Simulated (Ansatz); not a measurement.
The starting structures come from a database of crystals and need not be the phases stable at ambient conditions.

 Where the default PAW files enter, the runs use the earlier of Ansatz's two default sets.

By PBEsol, the system below comes out a metal.

A figure of merit of an interconnect metal is its ballistic conductance per area.

Given:

```yaml
crystal:
  lattice:
    - [3.89009, 0.00000, 0.00000]
    - [-1.94504, 3.36892, 0.00000]
    - [0.00000, 0.00000, 4.96085]
  atoms:
    - { symbol: Si, position: [0.33333, 0.66667, 0.19911] }
    - { symbol: Si, position: [0.66667, 0.33333, 0.80089] }
    - { symbol: Rh, position: [0.33333, 0.66667, 0.67364] }
    - { symbol: Rh, position: [0.66667, 0.33333, 0.32636] }
    - { symbol: Rh, position: [0.00000, 0.00000, 0.00000] }
```

Space group of this cell: P-3m1. The cell is strained (all lengths scaled by 0.98); by PBEsol its mean pressure is 13.4 GPa.

The current flows along the normal of the first two printed cell vectors, the (001) plane of the conventional cell. No spin-orbit coupling; the value is a mean over 0.1 eV about the Fermi level.

Problem. Compute, with PBEsol run with Ansatz (an electronic-structure program), the ballistic conductance per area.

Solution. 0.49 × 10¹⁵ S/m² for both spins.
